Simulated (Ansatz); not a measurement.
Take BePd in the CsCl type structure (space group Pm-3m, No. 221; a = 2.798 Å) as the base. Axes: x, y, z lie along the cube axes.

All numbers come from Ansatz (a first-principles code) PBEsol, spin-orbit coupling left out.

Before the change:

- Shortest interatomic distance: 2.423 Å

The change: a free-standing slab of 4 layers (8 atoms, 2 a layer) is cut normal to [110], with 15 Å of vacuum and the in-plane cell held at bulk.

### Question
How does this affect the change of the spacing d12 from its bulk value of 1.978 Å?

### Answer
The change of the spacing d12 from its bulk value of 1.978 Å amounts to -2.6 %.

### Question
What happens to the excess energy per area of both faces?

### Answer
The excess energy per area of both faces (slab less bulk energy over the cell's area: twice a surface energy) is 3.9 J/m² (uncertain by up to 0.1 J/m²).

### Question
What does the calculation give for the shortest interatomic distance after the change?

### Answer
The shortest interatomic distance decreases by 0.077 Å to 2.346 Å.

### Question
Predict the new change of the spacing d23 from its bulk value of 1.978 Å.

### Answer
The change of the spacing d23 from its bulk value of 1.978 Å is +1.6 %.

Slab and bulk use different k-meshes, which limits the precision of the excess energy. Whether these cells are dynamically stable was not tested. The final runs are not spin-polarised.
